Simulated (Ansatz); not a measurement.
Abridged Ansatz (an electronic-structure program) output:

```
Pseudopotential: Zr, paw, valence charge 12
Crystal: 1 atoms, lattice volume = 22.947 Å³
Basis set: ecut = 500 eV, 603 PW (Γ), exchange–correlation on 96×96×96 points (64 copies of the dense FFT grid, shifted against one another)
Bands: 10, of which v1, the nominal top of the filled ones, is band 6 counted from 1 (5 counted from 0)
Symmetry: 48 space group operations
k-points: 195 of 5832
Functional: x = r2scan, c = r2scan; τ floored in thin density (d = 2e-4 eV/Å³)
SCF iter   1: F=—  HF=-4194.884070 eV  |F-HF|=—  |Δ(HF+E_count)|=         —  Δρ=6.38e-3  dr2=5.67e-3  dr2_τ=3.78e-3  ethr=1.77e-3  ⟨swp⟩=5.0  Hψ=11266  notcnv=0
SCF iter   2: F=—  HF=-4194.910172 eV  |F-HF|=—  |Δ(HF+E_count)|=   2.61e-2  Δρ=2.90e-3  dr2=6.75e-4  dr2_τ=2.79e-4  ethr=4.73e-5  ⟨swp⟩=2.0  Hψ=5281  notcnv=0
SCF 1 converged in 8 iterations: F = -4194.910913 eV  dr2 = 1.22e-11
SCF converged after 8 iterations
Free energy (F): -4194.910913 eV
Internal energy: -4194.895910 eV  (E = F + TS)
E sigma→0 (E₀):  -4194.903411 eV
Entropy (-TS):   -0.015003 eV (-15.003 meV/atom)
Fermi energy:    13.976726 eV
--- Forces (eV/Å), atoms counted from 1 ---
  atom   1  Zr    -0.00000000     0.00000000     0.00000000
--- Stress (GPa, compression-positive) ---
       -0.007138       0.000000       0.000000
       -0.000000      -0.007138       0.000000
       -0.000000       0.000000      -0.007138
  P = ⅓ Tr σ = -0.0071 GPa (-0.071 kbar)
```

Question: What was computed, and what are the main results?

Answer: Zr, 1 atom in the cell, with Ansatz r2SCAN, scalar-relativistic without spin-orbit coupling. The last SCF converged to F = -4194.910913 eV, or -4194.9109 eV per atom, at a pressure of -0.01 GPa. The total energy compares only with runs of the same code, potentials and settings.

No phonon test of stability was made. The final runs are not spin-polarised. The cell was made from Mo by this change: Mo → Zr; the result is a model cell. This is not the structure that Zr has at room temperature and ambient pressure.
